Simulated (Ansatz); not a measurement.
Consider BP (space group P4_2/mnm, No. 136; a = 5.532 Å, c = 3.187 Å; a hypothetical phase, not in the database extracts checked).

The change: hydrostatic tension (pressure −1 GPa).

Levels (all Ansatz, an electronic-structure program, PAW): PBEsol (420 eV, without spin-orbit coupling); HSE06 (420 eV, without spin-orbit coupling).

The geometry is relaxed with PBEsol.

| Item | Result |
|---|---|
| PBEsol lowest conduction level above the VBM at special points | Γ 1.23 eV; Z 1.42 eV; A 1.45 eV |

### Question
How does going to HSE06 change the lowest conduction level above the VBM at special points?

### Answer
The lowest conduction level above the VBM at special points goes from Γ 1.23 eV; Z 1.42 eV; A 1.45 eV to Γ 2.07 eV; Z 2.28 eV; A 2.31 eV.

Single points use the geometry relaxed with PBEsol. HSE06 gaps are upper bounds (no full band path). The levels and masses belong to the bands next to the band gap. Load acts through the strain it causes; cell and atoms are relaxed under it. No phonon test of stability was made.
